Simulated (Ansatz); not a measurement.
Results of PBE+SOC (plane waves, PAW; Ansatz, an electronic-structure program) for 1T (CdI2-type) PtTe2.

Numerical settings: plane-wave cutoff 520 eV, 18×18×12 k mesh (along the axes of the cell as run), Fermi–Dirac smearing 0.05 eV, PAW data made under PBE.

Response to compression and expansion:

Shape and atoms are relaxed at each volume.

```csv
V (Å³/atom),P (GPa),c (Å),a (Å)
25.104,1.71,5.252,4.069
25.627,0.74,5.339,4.078
26.150,0.01,5.430,4.084
26.673,-0.50,5.529,4.088
27.196,-0.82,5.636,4.089
```

Note: for a layered or molecular solid the relaxed cell lies over 5 % above the published volume, where the minimum can be shallow; the cell comes from a level without a dispersion term, which matters for the spacing of layers, chains or molecules; the bulk modulus comes from volumes at which shape and atoms were relaxed.
